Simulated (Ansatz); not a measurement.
**What isotropic strain +1.50 % does to SiC**

Start from SiC in the zinc blende structure (space group F-43m, No. 216; a = 4.380 Å).

Perturbation: the cell is scaled by 1.0150 in all directions, atoms relaxed at fixed cell.

The values are results of DFT with PBE, PAW potentials and a 420 eV plane-wave cutoff in Ansatz (a quantum-chemistry and plane-wave program), no spin-orbit coupling, not measurements. k-mesh 13×13×13 (Γ-centred); smearing 0.05 eV (Fermi–Dirac).

The volume per atom grows by 0.48 Å³ (10.50 Å³ → 10.98 Å³) and the space group remains F-43m (No. 216). The shortest interatomic distance grows by 0.0284 Å, from 1.896 Å to 1.925 Å and the energy increases by 14 meV/atom. The pressure goes from zero to -8.70 GPa and the band gap rises by 0.04 eV, from 1.37 eV to 1.41 eV. The gap character remains indirect, Γ → X and the smallest direct gap decreases by 0.05 eV (4.53 eV → 4.48 eV). The mean gap deformation potential ΔEg/Δln V is +0.8 eV and the width of the top valence band shrinks by 0.17 eV (4.63 eV → 4.46 eV). The electron mass changes from 0.68 mₑ along k, 0.23 mₑ across (at X) to 0.69 mₑ along k, 0.23 mₑ across (at X) and the hole mass (degenerate bands, along [100]) becomes 0.34, 0.59, 0.59 mₑ (at Γ) (base: 0.36, 0.59, 0.59 mₑ (at Γ)).

Final structure:

```yaml
crystal:
  lattice:
    - [0.00000, 2.22273, 2.22273]
    - [2.22273, 0.00000, 2.22273]
    - [2.22273, 2.22273, 0.00000]
  atoms:
    - { symbol: Si, position: [0.00000, 0.00000, 0.00000] }
    - { symbol: C, position: [0.25000, 0.25000, 0.25000] }
```

Cost of the whole job for the changed cell (relaxation, final SCF and bands): roughly 6 core-seconds.

Masses are band curvatures over ±0.01 Å⁻¹ around the edge. Along k means along the line from Γ to the band edge. Stability against distortions was not tested.
